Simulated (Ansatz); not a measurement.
## Carrier properties of CdSe (P6_3mc)

```
CELL_PARAMETERS angstrom
      4.30180     0.00000     0.00000
     -2.15090     3.72547     0.00000
      0.00000     0.00000     7.02173
ATOMIC_POSITIONS crystal
  Cd 0.66667 0.33333 0.50009
  Cd 0.33333 0.66667 0.00009
  Se 0.66667 0.33333 0.87577
  Se 0.33333 0.66667 0.37577
```

Calculation: PBEsol with spin-orbit coupling, rigid bands (plane waves, PAW; Ansatz, a quantum-chemistry and plane-wave program). Cell: cell and atoms relaxed with PBEsol.

- band gap: 0.42 eV
- electron conductivity mass (300 K, dilute): 0.064 (x), 0.064 (y), 0.061 (z) mₑ
- hole conductivity mass (300 K, dilute): 0.87 (x), 0.87 (y), 1.15 (z) mₑ
- effective density of states N_c (300 K): 3.4e17 cm⁻³
- effective density of states N_v (300 K): 2.2e19 cm⁻³
- density-of-states mass, electrons: 0.057 mₑ
- density-of-states mass, holes: 0.91 mₑ
- Seebeck coefficient, n-type 1e19 cm⁻³, 300 K: -48 μV/K
- best n-type power factor at 300 K for τ = 10 fs (best axis; densities from 1e16 to 1e21 cm⁻³ tried, whether or not they can be reached): 0.90 μW/(cm·K²) at 1e18 cm⁻³
- Seebeck coefficient, p-type 1e19 cm⁻³, 300 K: 311 μV/K
- best p-type power factor at 300 K for τ = 10 fs (best axis; densities from 1e16 to 1e21 cm⁻³ tried, whether or not they can be reached): 5.4 μW/(cm·K²) at 1e20 cm⁻³

Rigid bands; masses and Seebeck coefficients take one relaxation time τ for all states and one kind of carrier; polarons and phonon drag are left out.
